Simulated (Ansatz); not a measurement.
Structures of equal composition on the (110) surface of bcc Ta: a layer of V in place of the second plane; a layer of V in place of the third plane. The slabs share one bottom face, and each structure is named by its start. These are constructed structures in small cells; real faces may alloy, dewet or reconstruct in larger ones, and not all known structures of the face are among them. Slabs of about 11 Å with all that they carry, Fermi-Dirac smearing of 0.1 eV. Bottom of the slabs: a bare face, its two planes held. Relaxed from the named starts with such symmetry as they have, on meshes of like density; energies extrapolated to zero smearing; no spin-orbit coupling, no U. Spin-polarised runs, if any, are marked in brackets, and their order is one that fits the cell; the others ran without spin.

Method: PBE (plane waves to 420 eV, PAW; Ansatz, a quantum-chemistry and plane-wave program).

**Question.** Rank these by energy per 1x1 cell (lowest first), as PBE gives it.

**Answer.** a layer of V in place of the second plane (0.000 eV [spin start, no net moment]), a layer of V in place of the third plane (0.026 eV [spin start, no net moment])
